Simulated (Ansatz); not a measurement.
Consider W in the bcc (W type) structure (space group Im-3m, No. 229; a = 3.1693 Å).

The values are results of Ansatz (a program for electronic structure) r2SCAN, without spin-orbit coupling, not measurements.

For the base:

```
Item                   Value
-------------------  -------
Lattice parameter a  3.169 Å
```

Modification: a hydrostatic pressure of 3 GPa.

### Question
What does the calculation give for the lattice parameter a after the change?

### Answer
The lattice parameter a falls by 0.0098 Å (3.169 Å → 3.160 Å).

Load acts through the strain it causes; cell and atoms are relaxed under it. Stability against distortions was not tested. All final runs are without spin polarisation.
